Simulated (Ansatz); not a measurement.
Pressure series in hypothetical P6_3/mmc GeS2

The parent structure is GeS₂ in the 2H-MoS2 type structure (space group P6_3/mmc, No. 194; a = 3.4275 Å, c = 10.6216 Å; a hypothetical phase, not in the database extracts checked; layered, stacked along the Cartesian z axis).

Cell and atoms are relaxed at each pressure.

Method: Kohn–Sham DFT with the PBE-D3(BJ) functional, run in Ansatz (a first-principles code) with PAW and 420 eV plane waves, without spin-orbit coupling, earlier PAW set.

Notes on the quantities. enthalpy: H = E + PV relative to the base's energy.

| case | enthalpy | shortest interatomic distance |
|---|---|---|
| base | – | 2.502 Å |
| pressure −2 GPa | -0.23 eV/atom | 2.516 Å |
| pressure −1 GPa | -0.11 eV/atom | 2.509 Å |
| pressure 1.8 GPa | +0.20 eV/atom | 2.489 Å |
| pressure 4.2 GPa | +0.46 eV/atom | 2.473 Å |
| pressure 9 GPa | +0.96 eV/atom | 2.445 Å |
| pressure 18 GPa | +1.84 eV/atom | 2.403 Å |
| pressure 30 GPa | +2.93 eV/atom | 2.360 Å |
| pressure 45 GPa | +4.19 eV/atom | 2.320 Å |
| pressure 60 GPa | +5.36 eV/atom | 2.290 Å |

Load acts through the strain it causes; cell and atoms are relaxed under it. No phonon test of stability was made. Competing high-pressure phases were not computed. The final runs are not spin-polarised.
